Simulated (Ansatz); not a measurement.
Take Sr2MoO4 (space group I4/mmm, No. 139; a cell from a computed database, its experimental status unchecked) as the base.

```xyz
7
Lattice="-1.9390 1.9390 6.3991 1.9390 -1.9390 6.3991 1.9390 1.9390 -6.3991" Properties=species:S:1:pos:R:3 pbc="T T T"
Sr     0.0000     0.0000     4.4950
Sr     0.0000     0.0000     8.3032
Mo     0.0000     0.0000     0.0000
O      0.0000     1.9390     0.0000
O      1.9390     0.0000     0.0000
O      0.0000     0.0000    10.7032
O      0.0000     0.0000     2.0950
```

Cartesian axes are those of the cell as printed.

Level of theory: PBEsol in Ansatz (plane waves to 420 eV, PAW, no spin-orbit coupling).

For the base:

| Property | Result |
|---|---|
| Shortest interatomic distance | 3.664 bohr |
| Pressure | 0.0 GPa |
| Band gap | zero |

One thing is altered: uniaxial strain ε_zz = +0.76 %, all other strain components held at zero, atoms relaxed at fixed cell.

Task: How does this affect the energy relative to the base?

Result: The energy increases by 0.6 meV/atom.

Task: How does this affect the shortest interatomic distance?

Result: The shortest interatomic distance remains 3.664 bohr.

Task: Predict the new pressure.

Result: The pressure (mean of the normal stresses, compression positive) goes from zero to -1.0 GPa.

Task: Estimate the effect on the band gap.

Result: The band gap is still zero.

Without a gap, meshes like the base's 17×17×17 leave anisotropic stresses uncertain by several tenths of a GPa, and small strain energies with them. No phonon test of stability was made. No Hubbard U is applied, and correlation can decide whether such a compound is a metal. All final runs are without spin polarisation.

Ansatz is a program for electronic structure.
